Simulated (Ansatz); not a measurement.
# Carrier doping in HfO2

The parent structure is HfO2 in the rutile structure (space group P4_2/mnm, No. 136; a cell from a computed database, its experimental status unchecked).

```
CELL_PARAMETERS angstrom
      4.83011     0.00000     0.00000
      0.00000     4.83011     0.00000
      0.00000     0.00000     3.20974
ATOMIC_POSITIONS crystal
  Hf 0.00000 0.00000 0.00000
  Hf 0.50000 0.50000 0.50000
  O  0.19497 0.80503 0.50000
  O  0.80503 0.19497 0.50000
  O  0.69497 0.69497 0.00000
  O  0.30503 0.30503 0.00000
```

Carriers are added at fixed cell with a uniform background; the Fermi–Dirac width is that of 300 K.

Calculations: PBEsol (Ansatz, a quantum-chemistry and plane-wave program), scalar-relativistic without spin-orbit coupling.

Notes on the quantities. Fermi level from band edge: Fermi level relative to the doped band's edge (positive inside the band; to 0.05 eV).

```json
[
 {"electron density (10^21 cm⁻³)": "2", "Fermi level from band edge (eV)": "0.35"},
 {"electron density (10^21 cm⁻³)": "7", "Fermi level from band edge (eV)": "?"},
 {"electron density (10^21 cm⁻³)": "10", "Fermi level from band edge (eV)": "0.70"},
 {"electron density (10^21 cm⁻³)": "20", "Fermi level from band edge (eV)": "0.95"}
]
```

Task: Fit E_F = C n^s, fitted as a line in log–log form (a parabolic band gives s = 2/3) to the rows shown and predict the withheld row.

Result: Least squares on the printed values gives C = 0.26 eV, s = 0.43 (largest residual 0.00 eV); this predicts 0.60 eV, and the run gives 0.55 eV, in agreement.

Carriers are added with a uniform compensating background; total energy and stress of such cells depend on the potential's zero and are not compared; many-body gap narrowing is missing at this level. Whether these cells are dynamically stable was not tested. This is not the structure that HfO2 has at room temperature and ambient pressure.
